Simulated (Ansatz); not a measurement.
Worked calculations on one periodic cell of amorphous Si$_{24}$O$_{48}$NaCl: Si24O48NaCl, 74 atoms, volume 1135.6 Å³, made by a melt-quench on the CHGNet potential and relaxed with DFT. Anions were pushed apart under 1.9 Å during the dynamics, to hinder bonds among them. It is a model cell: composition and starting density were chosen by hand, and all elements were melted together. Cycles of charging were run to anneal it. Level of theory: PBE, scalar-relativistic without spin-orbit coupling (plane waves to 420 eV, PAW; Ansatz, a program for electronic structure). Sampling: a 2×2×2 Γ-centred mesh; Fermi-Dirac width 0.02 eV; no spin polarisation. Its volume was relaxed, its shape was held as a cube, and it stands at a mean pressure of 0.1 GPa with stress components up to 2.9 GPa; the relaxation ran on the zone centre alone. Its density went from a set 2.21 to 2.19 g/cm³. The cell is small and was quenched far faster than a real film, so it is one sample of the glass.

Four energies for an added electron at PBE on the zone centre alone (charged cells in a uniform background, spin-polarised): neutral at the neutral geometry -45136.904 eV; charged at the neutral geometry -45130.894 eV; charged and relaxed -45130.916 eV; neutral at the charged geometry -45136.879 eV.

Task: Find the two relaxation energies and their sum, the reorganisation energy.

Result: On charging: -45130.894 − (-45130.916) = 0.022 eV. On discharging: -45136.879 − (-45136.904) = 0.025 eV. The sum is 0.047 eV. The carrier's level spreads over 59 of the 74 atoms' worth, more than a fifth of the atoms or a third of the atoms of its main element (six at least), and the sum is small, so it counts as a band carrier, whose relaxation energy shrinks as the cell grows. PBE's self-interaction favours spread-out carriers, so a hybrid can localise more.

Four energies for a hole at PBE on the zone centre alone (charged cells in a uniform background, spin-polarised): neutral at the neutral geometry -45136.904 eV; charged at the neutral geometry -45138.780 eV; charged and relaxed -45139.484 eV; neutral at the charged geometry -45136.030 eV.

Task: Find the two relaxation energies and their sum, the reorganisation energy.

Result: On charging: -45138.780 − (-45139.484) = 0.704 eV. On discharging: -45136.030 − (-45136.904) = 0.874 eV. The sum is 1.578 eV. The carrier's level spreads over 2 of the 74 atoms' worth, so it counts as localised, most on one O atom with neighbours Si 1.54 Å (neutral geometry). The values are uncorrected: the image energy of a point charge in this cell, 2.84 × 14.40 / (2 × 10.4) = 2.0 eV before screening, is screened by electrons alone at the fixed geometry and by ions too after relaxing, and the carrier can be spread before it relaxes, so each term can be off by up to that value times 1/ε∞, some tenths of an eV. PBE's self-interaction favours spread-out carriers, so a hybrid can localise more.
